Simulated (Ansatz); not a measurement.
Seebeck coefficient (μV/K, mean over directions) of p-type ZnSe (F-43m) against carrier density, r2SCAN with spin-orbit coupling, rigid bands (Ansatz, an electronic-structure program). Computed gap 1.82 eV; densities at which minority carriers matter at this gap, or further valleys turn the trend, are left out. Conductivity mass 0.67 mₑ (harmonic mean over directions), N_v = 2.6e19 cm⁻³ at 300 K.

```json
[
 {"hole density": "1e16 cm⁻³", "300 K": "893", "500 K": "___"},
 {"hole density": "1e17 cm⁻³", "300 K": "695", "500 K": "770"},
 {"hole density": "1e18 cm⁻³", "300 K": "___", "500 K": "572"},
 {"hole density": "3e18 cm⁻³", "300 K": "403", "500 K": "478"},
 {"hole density": "1e19 cm⁻³", "300 K": "301", "500 K": "375"},
 {"hole density": "3e19 cm⁻³", "300 K": "214", "500 K": "284"},
 {"hole density": "1e20 cm⁻³", "300 K": "130", "500 K": "192"},
 {"hole density": "3e20 cm⁻³", "300 K": "77", "500 K": "___"},
 {"hole density": "1e21 cm⁻³", "300 K": "46", "500 K": "76"}
]
```

Problem. Complete the blanks.

Solution. 
- 1e16 cm⁻³, 500 K: 969
- 1e18 cm⁻³, 300 K: 497
- 3e20 cm⁻³, 500 K: 124

Rigid bands with a gap fixed in temperature, one relaxation time for all states, no polarons or phonon drag, and whether or not such doping can be reached. Geometry: cell and atoms relaxed with PBEsol.
